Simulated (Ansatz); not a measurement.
For BBi (model structure, started from the WC type, P-6m2, No. 187, 2 atoms in the cell), PBE (Ansatz, a first-principles code, PAW) gives:

```
Item                              Value
------------------------------  -------
equilibrium lattice constant a  3.636 Å
c axis length                   3.369 Å
```

### Question
What does r²SCAN+rVV10 (Ansatz, PAW) give for the same quantities?

### Answer

- lattice constant a: 3.609 Å (drops by 0.7 %)
- lattice parameter c: 3.342 Å (shrinks by 0.8 %)

Changes are worked out from the printed values.

Unless a cell is named, each level is at its own relaxed cell (PBE 19.29, r²SCAN+rVV10 18.84 Å³/atom).

Levels without +SOC leave out spin–orbit coupling, which shifts energies and cells of such heavy elements.

Ansatz's density-functional and Hartree–Fock values are scalar-relativistic unless marked +SOC, with PAW data made under PBE.

A model structure was made by putting elements into a prototype or built by hand; it is no filed structure, need not be a known phase, and can be a saddle point held by its symmetry.
